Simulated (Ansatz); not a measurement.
Electronic density of states of amorphous Si₃₀N₄₄Ge₃, density 3.15 g/cm³, on a 2×2×2 Γ-centred mesh with a Gaussian width of 0.1 eV; energies count from the Fermi level, whose place inside the gap is arbitrary. Cell and mesh are small, so fine structure isn't converged. Level of theory: PBE, scalar-relativistic without spin-orbit coupling (plane waves to 420 eV, PAW; Ansatz, a first-principles code). Sampling: a 2×2×2 Γ-centred mesh; Fermi-Dirac width 0.02 eV; no spin polarisation. At PBE the levels at the filled edge of the gap are localised (band-tail or defect states), and the nearest spread-out levels lie 2.5 eV apart at the zone centre.

A CHGNet melt-quench gave the starting glass, which DFT then relaxed. N atoms were pushed apart under 1.9 Å during the dynamics, to hinder bonds among them. The hot cell started wider than the set density and was brought back towards it in steps. It is the lowest in DFT energy of 2 quenches. It is a model cell: composition and starting density were chosen by hand, and all elements were melted together. No dispersion term was used. Its density started from a set value of 3.15 and ended at 3.15 g/cm³. The simulated quench (nominally 300 K/ps over its main leg) is rapid and tends to freeze in more defects than a deposited or slowly cooled glass has. One small periodic cell is one sample of the glass; other quenches scatter about these values. The volume was held where the preparation left it and the shape relaxed, at a PBE pressure of -1.2 GPa (tension). Stress components on the final sampling reach 1.3 GPa.

(E - EF (eV), states/(eV atom)): (-12.00, 0.00); (-11.90, 0.00); (-11.80, 0.00); (-11.70, 0.00); (-11.60, 0.00); (-11.50, 0.00); (-11.40, 0.00); (-11.30, 0.00); (-11.20, 0.02); (-11.10, 0.05); (-11.00, 0.13); (-10.90, 0.19); (-10.80, 0.24); (-10.70, 0.23); (-10.60, 0.23); (-10.50, 0.24); (-10.40, 0.22); (-10.30, 0.19); (-10.20, 0.22); (-10.10, 0.26); (-10.00, 0.28); (-9.90, 0.30); (-9.80, 0.27); (-9.70, 0.21); (-9.60, 0.21); (-9.50, 0.25); (-9.40, 0.27); (-9.30, 0.21); (-9.20, 0.24); (-9.10, 0.28); (-9.00, 0.25); (-8.90, 0.25); (-8.80, 0.24); (-8.70, 0.23); (-8.60, 0.26); (-8.50, 0.22); (-8.40, 0.22); (-8.30, 0.25); (-8.20, 0.28); (-8.10, 0.28); (-8.00, 0.34); (-7.90, 0.38); (-7.80, 0.36); (-7.70, 0.35); (-7.60, 0.33); (-7.50, 0.32); (-7.40, 0.34); (-7.30, 0.34); (-7.20, 0.33); (-7.10, 0.36); (-7.00, 0.37); (-6.90, 0.36); (-6.80, 0.39); (-6.70, 0.41); (-6.60, 0.44); (-6.50, 0.43); (-6.40, 0.41); (-6.30, 0.43); (-6.20, 0.48); (-6.10, 0.46); (-6.00, 0.42); (-5.90, 0.48); (-5.80, 0.54); (-5.70, 0.53); (-5.60, 0.52); (-5.50, 0.47); (-5.40, 0.44); (-5.30, 0.45); (-5.20, 0.44); (-5.10, 0.44); (-5.00, 0.45); (-4.90, 0.51); (-4.80, 0.49); (-4.70, 0.43); (-4.60, 0.43); (-4.50, 0.40); (-4.40, 0.37); (-4.30, 0.38); (-4.20, 0.40); (-4.10, 0.39); (-4.00, 0.36); (-3.90, 0.36); (-3.80, 0.40); (-3.70, 0.42); (-3.60, 0.41); (-3.50, 0.43); (-3.40, 0.42); (-3.30, 0.45); (-3.20, 0.45); (-3.10, 0.44); (-3.00, 0.46); (-2.90, 0.46); (-2.80, 0.46); (-2.70, 0.49); (-2.60, 0.46); (-2.50, 0.43); (-2.40, 0.42); (-2.30, 0.39); (-2.20, 0.38); (-2.10, 0.31); (-2.00, 0.29); (-1.90, 0.30); (-1.80, 0.25); (-1.70, 0.25); (-1.60, 0.26); (-1.50, 0.15); (-1.40, 0.05); (-1.30, 0.07); (-1.20, 0.10); (-1.10, 0.14); (-1.00, 0.14); (-0.90, 0.05); (-0.80, 0.00); (-0.70, 0.00); (-0.60, 0.00); (-0.50, 0.00); (-0.40, 0.00); (-0.30, 0.00); (-0.20, 0.00); (-0.10, 0.00); (0.00, 0.00); (0.10, 0.00); (0.20, 0.00); (0.30, 0.00); (0.40, 0.00); (0.50, 0.00); (0.60, 0.00); (0.70, 0.00); (0.80, 0.00); (0.90, 0.02); (1.00, 0.07); (1.10, 0.10); (1.20, 0.05); (1.30, 0.03); (1.40, 0.06); (1.50, 0.10); (1.60, 0.07); (1.70, 0.06); (1.80, 0.13); (1.90, 0.13); (2.00, 0.12); (2.10, 0.07); (2.20, 0.07); (2.30, 0.12); (2.40, 0.17); (2.50, 0.20); (2.60, 0.22); (2.70, 0.20); (2.80, 0.22); (2.90, 0.29); (3.00, 0.29); (3.10, 0.28); (3.20, 0.34); (3.30, 0.39); (3.40, 0.34); (3.50, 0.34); (3.60, 0.38); (3.70, 0.40); (3.80, 0.35); (3.90, 0.34); (4.00, 0.36); (4.10, 0.38); (4.20, 0.39)

The level gap on this mesh is 1.92 eV; the broadening fills part of it in the curve.
